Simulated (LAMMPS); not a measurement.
LAMMPS 22 Jul 2025, classical MD, ACE (Cu-PBE-core-rep.ace): Cu, 2048 atoms.

| Item | Result |
|---|---|
| task | MD, nve |
| potential | ACE, Cu-PBE-core-rep.ace |
| copies of the repeat unit | 8×8×8 |
| shape (slab and sphere leave vacuum in the box) | bulk |
| steps | 400 |
| timestep | 1 fs |
| thermo | 50 |
| newton | on (default) |
| atom_modify sort (bins of 2 Å where set) | 1000 (default) |
| comm_style | brick (default) |
| box | 28.9 × 28.9 × 28.9 Å |
| start | generated fcc lattice, warmed in an untimed run |

All runs start from one configuration, warmed at this fixed volume for 300 steps under a thermostat at 100 K. The run at a skin of 2 Å has a mean temperature of 99.0 K and a mean pressure of 2.6 GPa.

One run each, on a shared machine, so no times are given.

With neigh_modify every 1 delay 0 check yes, skins of 0.1, 0.3, 0.5, 1, 1.5, 2, 3 Å were run. Further schedules:
- skin 2 Å, every 10 delay 0 check yes
- skin 1 Å, every 1 delay 10 check yes
- skin 2 Å, every 100 delay 0 check no
- skin 0.3 Å, every 20 delay 0 check no
- skin 2 Å, every 20 delay 0 check no
- skin 1 Å, every 10 delay 0 check yes
- skin 0.3 Å, every 100 delay 0 check no

A schedule rebuilds too seldom if it shows a dangerous build, rebuilds less often than the check at every step does at that skin, or fails.

### Question
How often does the distance check rebuild the lists at each skin, and which schedules rebuild too seldom?

### Answer
With the check at every step the rebuilds are 36 at 0.1 Å, 12 at 0.3 Å, 6 at 0.5 Å, 0 at 1 Å, 0 at 1.5 Å, 0 at 2 Å, 0 at 3 Å. Too seldom: skin 0.3 Å, every 100 delay 0 check no.

| setting | rebuilds | dangerous builds | list entries an atom | change of the total energy (meV/atom) |
|---|---|---|---|---|
| skin 0.1 Å, every 1 delay 0 check yes | 36 | — | 140 | under 0.001 |
| skin 0.3 Å, every 1 delay 0 check yes | 12 | — | 165 | under 0.001 |
| skin 0.5 Å, every 1 delay 0 check yes | 6 | — | 176 | under 0.001 |
| skin 1 Å, every 1 delay 0 check yes | 0 | — | 202 | under 0.001 |
| skin 1.5 Å, every 1 delay 0 check yes | 0 | — | 242 | under 0.001 |
| skin 2 Å, every 1 delay 0 check yes | 0 | — | 320 | under 0.001 |
| skin 3 Å, every 1 delay 0 check yes | 0 | — | 381 | under 0.001 |
| skin 2 Å, every 10 delay 0 check yes | 0 | 0 | 320 | under 0.001 |
| skin 1 Å, every 1 delay 10 check yes | 0 | 0 | 202 | under 0.001 |
| skin 2 Å, every 100 delay 0 check no | 4 | not counted | 320 | under 0.001 |
| skin 0.3 Å, every 20 delay 0 check no | 20 | not counted | 165 | under 0.001 |
| skin 2 Å, every 20 delay 0 check no | 20 | not counted | 320 | under 0.001 |
| skin 1 Å, every 10 delay 0 check yes | 0 | 0 | 202 | under 0.001 |
| skin 0.3 Å, every 100 delay 0 check no | 4 | not counted | 165 | under 0.001 |

Where the energy changes as in the checked runs, the late rebuilds cost nothing that shows in this run. List entries are as LAMMPS prints them (Ave neighs/atom).
